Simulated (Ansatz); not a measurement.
# What isotropic strain −2.43 % does to TiO2

Start from TiO2 in the rutile structure (space group P4_2/mnm, No. 136; a = 4.592 Å, c = 2.939 Å).

Now apply this change: an isotropic linear strain of −2.43 %, atoms relaxed at fixed cell.

The values are results of DFT with PBEsol, PAW potentials and a 420 eV plane-wave cutoff in Ansatz (a program for electronic structure), no spin-orbit coupling, earlier PAW set, not measurements. k-mesh 7×7×11 (Γ-centred); smearing 0.05 eV (Fermi–Dirac).

The volume per atom decreases by 0.735 Å³ (10.33 Å³ → 9.59 Å³) and the space group stays P4_2/mnm (No. 136). The shortest interatomic distance decreases by 0.037 Å (1.942 Å → 1.905 Å) and the energy grows by 44 meV/atom. The band gap grows by 0.08 eV (1.87 eV → 1.95 eV) and the gap character remains direct at Γ. The mean gap deformation potential ΔEg/Δln V comes out as -1.1 eV and the electron mass goes from 0.54 mₑ along c, 1.1 mₑ across (at Γ) to 0.49 mₑ along c, 1.0 mₑ across (at Γ). The valence-band top at Γ (three highest levels, from the VBM) becomes 0.00, -0.50, -0.50 eV (base: 0.00, -0.44, -0.44 eV) and the largest internal atomic displacement comes out as 0.015 Å.

Final structure:

```xyz
6
Lattice="4.4800 0.0000 0.0000 0.0000 4.4800 0.0000 0.0000 0.0000 2.8677" Properties=species:S:1:pos:R:3 pbc="T T T"
Ti     0.0000     0.0000     0.0000
Ti     2.2400     2.2400     1.4338
O      1.3531     1.3531     0.0000
O      3.5931     0.8869     1.4338
O      0.8869     3.5931     1.4338
O      3.1269     3.1269     0.0000
```

Cost of the whole job for the changed cell (relaxation, final SCF and bands): around 25 core-seconds (rough).

Masses are band curvatures over ±0.01 Å⁻¹ around the edge. Whether these cells are dynamically stable was not tested. All final runs are without spin polarisation.
